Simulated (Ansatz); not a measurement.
## ZnGeP2: stress against strain

ZnGeP2 (chalcopyrite, I-42d, 20.503 Å³/atom and stress up to 0.01 GPa in the relaxed cell, c along z) under a strain ε along c (axis z), the other axes held. PBE in Ansatz, a plane-wave DFT program (PAW, default set), 420 eV, 9×9×9 Γ-centred mesh, Fermi-Dirac smearing 0.05 eV; ions are relaxed, or left where forces stay under 0.02 eV/Å, within the symmetry of each cell. Stress is positive for a compressed cell.

Here s stands for strain and y for stress zz.

| strain (%) | stress zz (GPa) |
|---|---|
| -1.50 | 1.83 |
| -0.75 | 0.90 |
| 0.00 | 0.00 |
| 0.75 | -0.89 |
| 1.50 | -1.76 |
| 3.00 | ? |

### Question
Using a straight line, estimate the missing y at s = 3.00 from the other rows, showing the fit.

### Answer
Means: s 0, y 0.016. About the means, the sum of products is -6.7275 and the sum of squares of s is 5.6250; the slope is their ratio. Least squares gives y = 0.016 - 1.1960·s. Residuals (row less fit): 0.020, -0.013, -0.016, -0.009, 0.018; standard error 0.020 (degrees of freedom: 3). The slope gives the elastic constant C33 = 119.6 ± 0.9 GPa (± standard error of the fit, which holds the terms cut off). At the withheld row, y = 0.016 - 1.1960 × 3.00 = -3.572 GPa. The calculation gives -3.44 GPa, 0.132 GPa above the prediction (2.5 % of the range of y in the table). The row lies outside the fitted rows, so this is an extrapolation. From the scatter of the fitted rows alone, a prediction at this place has a standard error of 0.034 GPa, so the miss is 3.9 times that.

A polynomial of degree 2 through the 8 other runs of the series gives -3.44 there, so most of the miss is curvature that the fit leaves out. Rows are the converged runs of the series near zero and its far end; series whose fitted rows scatter by over a few per cent of the range, as at a crossing or softening among them, aren't shown in this form, nor equations of state whose B0' disagrees with the runs' pressures. Most that stay on the fit to the last digits aren't either.
